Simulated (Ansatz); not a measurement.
## BaTiO3: pressure 75 GPa

Base system: BaTiO3 in the cubic perovskite structure (space group Pm-3m, No. 221; a = 3.9940 Å).

Now apply this change: a hydrostatic pressure of 75 GPa.

The values are results of r2SCAN (Ansatz, a quantum-chemistry and plane-wave program, PAW, without spin-orbit coupling), not measurements. k-mesh 8×8×8 (Γ-centred); smearing 0.05 eV (Fermi–Dirac).

| quantity | base | changed | shift |
|---|---|---|---|
| volume per atom | 12.74 Å³ | 10.00 Å³ | -2.746 Å³ |
| density | 6.08 g/cm³ | 7.75 g/cm³ | +1.67 g/cm³ |
| lattice parameter a | 3.994 Å | 3.684 Å | -0.310 Å |
| shortest interatomic distance | 1.997 Å | 1.842 Å | -0.155 Å |
| enthalpy H = E + PV relative to the base's energy | – | +5.20 eV/atom | – |
| band gap | 2.17 eV | 2.43 eV | +0.255 eV |
| gap character | indirect, R → Γ | direct at Γ | – |
| width of the top valence band | 0.96 eV | 1.30 eV | +0.34 eV |
| hole mass (degenerate bands, along [100]) | – | 0.29, 0.93, 0.93 mₑ (at Γ) | – |

Final structure:

```
CELL_PARAMETERS angstrom
      3.68360     0.00000     0.00000
      0.00000     3.68360     0.00000
      0.00000     0.00000     3.68360
ATOMIC_POSITIONS crystal
  Ba 0.00000 0.00000 0.00000
  Ti 0.50000 0.50000 0.50000
  O  0.00000 0.50000 0.50000
  O  0.50000 0.50000 0.00000
  O  0.50000 0.00000 0.50000
```

Load acts through the strain it causes; cell and atoms are relaxed under it. Masses are band curvatures over ±0.01 Å⁻¹ around the edge. No phonon test of stability was made. No other phases were tried under pressure. All final runs are without spin polarisation. Many cubic perovskites are stable only at high temperature; tilts and polar distortions were not tested. This is not the structure that BaTiO3 has at room temperature and ambient pressure.
